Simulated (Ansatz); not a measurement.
An Ansatz (an electronic-structure program) input (Kohn–Sham DFT with the PBEsol functional, run in Ansatz with PAW and 420 eV plane waves, no spin-orbit coupling):

Ansatz 0.2 input:
```yaml
crystal:
  lattice:
    - [0.0322560398, 2.8294771749, 2.8294771749]
    - [2.8294771749, 0.0322560398, 2.8294771749]
    - [2.8617332147, 2.8617332147, 0]
  atoms:
    - { symbol: Ga, position: [0, 0, 0] }
    - { symbol: As, position: [0.25, 0.25, 0.25] }
basis: { ecutwfc: 420, ecutrho_ratio: 4, xc_grid: 2, fft_grid_basis: typed }
kpoints: { mp_grid: { grid: [10, 10, 10] } }
hamiltonian:
  xc: pbesol
  dispersion: none
  pseudopotentials: { kind: paw }
scf: { occupations: { method: fermi_dirac, width: 0.05 }, convergence: { dr2_threshold: 0.0000000002 } }
relax: { f_tol: 0.005, max_steps: 50 }
output: { forces: true, stress: true }
checkpoint: { write: state.ck, write_every: 1000 }
```

Q: Which symmetry and how many k-points will the program report, and about how many plane waves at Γ?

A: Space group Imm2 (ITA 44) with 4 operations, k-points 171 of 1000, and 889 plane waves at Γ.

The cells carry an imposed strain or load. Stability against distortions was not tested. The cell was made from GaAs in the zinc blende structure (space group F-43m, No. 216) by this change: tensor shear ε_xy = +1.14 %.
